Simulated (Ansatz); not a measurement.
The starting structures come from a database of crystals and need not be the phases stable at ambient conditions.

 Where the default PAW files enter, the runs use the earlier of Ansatz's two default sets.

**Evanescent states of K2NaScF6 (Fm-3m, not sure to be the ambient phase, 10 atoms a cell, 16.0 Å³ an atom, -3 GPa at this level) along the normal of (001)**

All values below come from r2SCAN (plane waves, PAW; Ansatz, an electronic-structure program).

The gap is the functional's own. No spin-orbit coupling. Mid-gap values are interpolated on the energy grid.

Energies count from the valence-band top; κ is the least over a 6×6 mesh across the current.

```csv
E (eV),κ (1/Å),where
0.17,0.333,Γ
0.51,0.421,Γ
0.85,0.476,Γ
1.19,0.513,Γ
1.53,0.541,Γ
1.87,___,Γ
2.21,___,Γ
2.55,___,Γ
2.89,___,Γ
3.23,___,Γ
3.57,___,Γ
3.91,___,Γ
4.25,___,Γ
4.59,___,Γ
4.93,___,Γ
5.27,___,Γ
5.61,___,Γ
5.95,0.446,Γ
6.29,0.406,Γ
6.63,0.356,Γ
6.97,0.292,Γ
7.31,0.201,Γ
```

Q: What belongs in the gaps?

A: 
- 1.87, κ (1/Å): 0.560
- 2.21, κ (1/Å): 0.574
- 2.55, κ (1/Å): 0.583
- 2.89, κ (1/Å): 0.587
- 3.23, κ (1/Å): 0.587
- 3.57, κ (1/Å): 0.583
- 3.91, κ (1/Å): 0.576
- 4.25, κ (1/Å): 0.565
- 4.59, κ (1/Å): 0.550
- 4.93, κ (1/Å): 0.531
- 5.27, κ (1/Å): 0.508
- 5.61, κ (1/Å): 0.480
